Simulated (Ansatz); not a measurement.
**AgI: biaxial strain −3.74 %, plane normal [001], relaxed out of plane**

Base system: AgI in the wurtzite structure (space group P6_3mc, No. 186; a = 4.560 Å, c = 7.450 Å). Axes: x lies along a and z along c of the hexagonal cell.

Perturbation: compressive biaxial strain of 3.74 % in the plane normal to [001], as in epitaxy on a mismatched substrate; the out-of-plane cell vector and the atoms relax.

The values are results of PBEsol (Ansatz, a quantum-chemistry and plane-wave program), no SOC, not measurements. k-mesh 8×8×5 (Γ-centred); smearing 0.05 eV (Fermi–Dirac).

The volume per atom decreases by 1.096 Å³ to 32.45 Å³ and the space group remains P6_3mc (No. 186). The shortest interatomic distance shrinks by 0.043 Å, from 2.792 Å to 2.749 Å and the pressure (mean of the normal stresses, compression positive) goes from zero to 0.96 GPa. The band gap shrinks by 0.10 eV (1.23 eV → 1.13 eV) and the gap character is still direct at Γ. The width of the top valence band rises by 0.076 eV, from 1.47 eV to 1.54 eV and the electron mass becomes 0.12 mₑ out of plane, 0.17 mₑ in plane (at Γ) (base: 0.15 mₑ along c, 0.16 mₑ across (at Γ)). The valence-band top at Γ (three highest levels, from the VBM) goes from 0.00, 0.00, -0.07 eV to 0.00, 0.00, -0.21 eV and the out-of-plane strain comes out as +4.40 %. The ratio −ε⊥/ε∥ amounts to 1.18.

Final structure (turned so that z lies along the plane normal):

```yaml
crystal:
  lattice:
    - [4.38966, 0.00000, 0.00000]
    - [2.19483, 3.80156, 0.00000]
    - [0.00000, 0.00000, 7.77800]
  atoms:
    - { symbol: Ag, position: [0.66667, 0.66667, 0.98932] }
    - { symbol: Ag, position: [0.33333, 0.33333, 0.48932] }
    - { symbol: I, position: [0.66667, 0.66667, 0.63588] }
    - { symbol: I, position: [0.33333, 0.33333, 0.13588] }
```

With I present, leaving out spin-orbit coupling can change the band edges. Effective masses come from finite differences of ±0.01 Å⁻¹. Whether these cells are dynamically stable was not tested.
